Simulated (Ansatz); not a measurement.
Base system: Ti in the hcp (Mg type) structure (space group P6_3/mmc, No. 194).

```
CELL_PARAMETERS angstrom
      2.93591     0.00000     0.00000
     -1.46796     2.54258     0.00000
      0.00000     0.00000     4.63642
ATOMIC_POSITIONS crystal
  Ti 0.33333 0.66667 0.75000
  Ti 0.66667 0.33333 0.25000
```

Cartesian axes are those of the cell as printed.

Computed with Kohn–Sham DFT with the r2SCAN functional, run in Ansatz (a first-principles code) with PAW and 500 eV plane waves, no spin-orbit coupling.

Strains are applied to the cell and any free atomic positions relax; under biaxial strain the out-of-plane vector relaxes too.

One change was made to it. Results:

```tsv
quantity	base	after
shortest interatomic distance	2.872 Å	2.863 Å
pressure (mean of the normal stresses, compression positive)	0.0 GPa	0.0 GPa
```

Q: Which change produced these results?
(A) biaxial strain −4.16 %, plane normal [001], relaxed out of plane
(B) biaxial strain +3.48 %, plane normal [001], relaxed out of plane
(C) tensor shear ε_xy = +0.89 %

A: C, tensor shear ε_xy = +0.89 %. For comparison, the pressure in the other runs: biaxial strain +3.48 %, plane normal [001], relaxed out of plane gives -4.5 GPa; biaxial strain −4.16 %, plane normal [001], relaxed out of plane gives 6.6 GPa.

Without a gap, meshes like the base's 18×18×10 leave anisotropic stresses uncertain by several tenths of a GPa, and small strain energies with them. Stability against distortions was not tested. All final runs are without spin polarisation.
